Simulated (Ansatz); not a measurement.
The parent structure is SnO2 in the rutile structure (space group P4_2/mnm, No. 136; a = 4.760 Å, c = 3.201 Å). Axes: x, y, z lie along a, b, c of the conventional cell.

Method: r2SCAN (Ansatz, a quantum-chemistry and plane-wave program; PAW; 500 eV plane waves; no spin-orbit coupling).

Base values:

- Pressure: 0.00 GPa
- Band gap: 1.77 eV

It is then changed as follows: strain tensor (xx, yy, zz, yz, xz, xy) = (+0.31, −1.12, −2.39, −0.96, +0.31, +1.41) %; the atoms relax in the strained cell.

**Question.** Estimate the effect on the largest internal atomic displacement, pressure, band gap and energy relative to the base.

**Answer.** The largest internal atomic displacement amounts to 0.032 Å; the pressure (mean of the normal stresses, compression positive) goes from zero to 8.35 GPa; the band gap grows by 0.43 eV (1.77 eV → 2.20 eV); the energy goes up by 21 meV/atom.

Whether these cells are dynamically stable was not tested.
